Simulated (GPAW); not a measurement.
GPAW run on TiO (P1, 2 atoms in the cell): self-consistent single point.

Method: PBEsol, GPAW PAW datasets PBEsol (made by gpaw-setup) (plane waves; GPAW).

The change in words: lattice scaled by 0.98. Reference geometry:
```yaml
crystal:
  lattice:
    - [2.81016, 0.00000, 0.00000]
    - [-1.40508, 2.43367, 0.00000]
    - [0.00000, 0.00000, 2.82385]
  atoms:
    - { symbol: Ti, position: [0.67449, 0.34185, 0.99254] }
    - { symbol: O, position: [0.99218, 0.99149, 0.50746] }
```

Reference input (self-consistent single point, DFT PBEsol, plane waves, GPAW PAW datasets PBEsol (made by gpaw-setup)): mode = pw; ecut = 900 eV; xc = PBEsol; kpts = 11 11 10; mesh shift (steps) = 0 0 0; occupations.name = fermi-dirac; occupations.width = 0.1 eV; nbands = -6; convergence.density = 1e-05 e/electron; convergence.energy = 1e-05 eV/electron; symmetry.symmorphic = false; symmetry.tolerance = 0.0005. This run's input differs from it in these lines:

```diff
@@ -5,5 +5,5 @@
 atoms = Atoms(['Ti', 'O'],
-              cell=[[2.810160, 0.000000, 0.000000],
-                    [-1.405080, 2.433670, 0.000000],
-                    [0.000000, 0.000000, 2.823850]],
+              cell=[[2.753957, 0.000000, 0.000000],
+                    [-1.376978, 2.384997, 0.000000],
+                    [0.000000, 0.000000, 2.767373]],
               scaled_positions=[[0.674490, 0.341846, -0.007463],
```

Output, abridged:

```
     iter     time        total  log10-change:
                         energy   eigst   dens
iter:   1 --:--:--   -18.490620
iter:   2 --:--:--   -18.268978   -1.12  -1.19
iter:   3 --:--:--   -17.770482   -1.38  -1.25
iter:   4 --:--:--   -17.775156   -2.88  -1.52
iter:   5 --:--:--   -17.787340   -2.22  -1.59
iter:   6 --:--:--   -17.786222   -3.23  -2.39
iter:   7 --:--:--   -17.784361   -2.98  -2.45
iter:   8 --:--:--   -17.783727   -4.37  -2.88
iter:   9 --:--:--   -17.783613   -4.89  -3.28
iter:  10 --:--:--   -17.783586c  -5.02  -3.38
iter:  11 --:--:--   -17.783586c  -6.56  -3.87
iter:  12 --:--:--   -17.783586c  -7.90c -3.93
iter:  13 --:--:--   -17.783585c  -6.71  -3.96
iter:  14 --:--:--   -17.783585c  -7.98c -4.10
iter:  15 --:--:--   -17.783586c  -6.89  -4.13
iter:  16 --:--:--   -17.783586c  -7.47c -4.81
iter:  17 --:--:--   -17.783586c  -9.10c -5.39c
Converged after 17 iterations.

Dipole moment: (2.669991, -0.865524, 0.289969) |e|*Ang

Energy contributions relative to reference atoms: (reference = -25231.714584)

Kinetic:        +23.461312
Potential:      -22.255813
External:        +0.000000
XC:             -19.182283
Entropy (-ST):   -0.003434
Local:           +0.194914
SIC:             +0.000000
--------------------------
Free energy:    -17.785303
Extrapolated:   -17.783586

Showing only first 2 kpts
 Kpt  Band  Eigenvalues  Occupancy
  0     7      7.16265    2.00000
  0     8      9.72806    2.00000
  0     9     14.47106    0.00000
  0    10     14.72320    0.00000

  1     7      6.96014    2.00000
  1     8     10.28407    2.00000
  1     9     14.07395    0.00001
  1    10     14.30989    0.00000

Fermi level: 12.82983

No gap
No difference between direct/indirect transitions
Energy (eV): -17.783586

Forces in eV/Ang:
  0 Ti   -0.20700   -0.46557    0.60911
  1 O     0.20695    0.46549   -0.60863

Stress tensor:
    -0.070582     0.001923     0.001982
     0.001923    -0.081532     0.004647
     0.001982     0.004647    -0.081307
Stress (GPa, Voigt): [-11.3085 -13.0629 -13.0268   0.7445   0.3175   0.3081]
```

The run converged in 17 iterations. GPAW prints stress with tension positive. Against the reference run the free energy rises by 13.7 meV/atom and the largest force goes from 0.628 to 0.794 eV/Å.

At such cutoffs GPAW's stress carries a finite-basis (Pulay) error, which enters relaxed cells too; its log prints stress with tension positive.

The starting cell comes from a database of computed structures (which also holds hypothetical and non-ambient phases and stackings), without a prior relaxation at this level. Its atoms were displaced at random from the sites of space group no. 187. For this run, on top of that: lattice scaled by 0.98. Spin polarisation is off, so a magnetic state, if there is one, cannot be reached.

Cost on one core of a shared machine: roughly 2 min.
